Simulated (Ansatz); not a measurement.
# Y: response to strain

Take Y in the hcp (Mg type) structure (space group P6_3/mmc, No. 194; a = 3.652 Å, c = 5.703 Å; relaxed with 0.1 eV smearing) as the base. Axes: x lies along a and z along c of the hexagonal cell.

Strains are applied to the cell and any free atomic positions relax; under biaxial strain the out-of-plane vector relaxes too.

The values are results of Ansatz (a first-principles code), PBE, PAW, cutoff 420 eV, no spin-orbit coupling, not measurements.

Notes on the quantities. in-plane stress: mean in-plane stress (compression positive).

| case | in-plane stress | shortest interatomic distance |
|---|---|---|
| base | – | 354.6 pm |
| biaxial strain −3.00 %, plane normal [001], relaxed out of plane | +2.8 GPa | 354.3 pm |
| biaxial strain −2.50 %, plane normal [001], relaxed out of plane | +2.3 GPa | 354.9 pm |
| biaxial strain −1.50 %, plane normal [001], relaxed out of plane | +1.4 GPa | 354.7 pm |
| biaxial strain −1.00 %, plane normal [001], relaxed out of plane | +0.9 GPa | 354.7 pm |
| biaxial strain −0.50 %, plane normal [001], relaxed out of plane | [?] | 354.6 pm |
| biaxial strain +1.00 %, plane normal [001], relaxed out of plane | -0.9 GPa | 354.7 pm |
| biaxial strain +2.00 %, plane normal [001], relaxed out of plane | -1.7 GPa | 354.8 pm |
| biaxial strain +2.50 %, plane normal [001], relaxed out of plane | -2.1 GPa | 354.9 pm |
| biaxial strain +3.00 %, plane normal [001], relaxed out of plane | [?] | 355.0 pm |

Task: Fill in the withheld entries from the trend.

Result: 
- biaxial strain −0.50 %, plane normal [001], relaxed out of plane, in-plane stress: +0.4 GPa
- biaxial strain +3.00 %, plane normal [001], relaxed out of plane, in-plane stress: -2.4 GPa

No phonon test of stability was made. All final runs are without spin polarisation.
